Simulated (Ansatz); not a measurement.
**A computed series for NiSi2: response to strain**

Start from NiSi2 (space group Fm-3m, No. 225; not spin-polarised; relaxed with 0.1 eV smearing).

```xyz
3
Lattice="0.0000 2.6943 2.6943 2.6943 0.0000 2.6943 2.6943 2.6943 0.0000" Properties=species:S:1:pos:R:3 pbc="T T T"
Ni     0.0000     0.0000     0.0000
Si     1.3472     1.3472     1.3472
Si     4.0415     4.0415     4.0415
```

Strains are applied to the cell and any free atomic positions relax.

All numbers come from plane-wave PAW DFT at the r2SCAN level (Ansatz, a first-principles code, 500 eV), no spin-orbit coupling, earlier PAW set.

| isotropic strain (%) | pressure (GPa) |
|---|---|
| -4.62 | 32.4 |
| -1.33 | 7.2 |
| -0.97 | 5.1 |
| 0 | 0.0 |
| 1 | ? |
| 2.91 | -11.4 |

Task: Fit P = P₀ − Bδ + Cδ² with δ = (1 + ε)³ − 1 to the rows shown and predict the withheld row.

Result: Least squares on the printed values gives P₀ = -0.3 GPa, B = 173 GPa, C = 556 GPa (largest residual 0.3 GPa); this predicts -5.0 GPa, and the run gives -4.5 GPa, 0.5 higher.

Whether these cells are dynamically stable was not tested. Starting moments died away, wholly or in part, for the base; another magnetic solution may exist. The final runs are not spin-polarised.
